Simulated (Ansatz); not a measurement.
Consider PbSe in the rock salt structure (space group Fm-3m, No. 225).

```xyz
2
Lattice="0.0000 3.1088 3.1088 3.1088 0.0000 3.1088 3.1088 3.1088 0.0000" Properties=species:S:1:pos:R:3 pbc="T T T"
Se     0.0000     0.0000     0.0000
Pb     3.1088     3.1088     3.1088
```

Cartesian axes are those of the cell as printed.

Level of theory: PBE, PAW, 420 eV (Ansatz, a quantum-chemistry and plane-wave program; no spin-orbit coupling), earlier PAW set.

Now apply this change: every lattice vector is stretched by 2.00 %; the atoms relax in the strained cell.

Problem. Predict the stress tensor and what it implies for the stiffness.

Solution. Stress of the strained cell less that of the base (GPa, compression positive):
```
  -2.43    0.00    0.00
   0.00   -2.43    0.00
   0.00    0.00   -2.43
```

Then B = −ΔP/(ΔV/V₀) with ΔV/V₀ = 0.0612 gives secant stiffness values (nonlinear terms included at this strain): B ≈ 40 GPa.

As a check, the harmonic strain energy −½ V₀ Δσ:ε is 14 meV/atom; the computed energy rise is 15 meV/atom.

Stability against distortions was not tested.
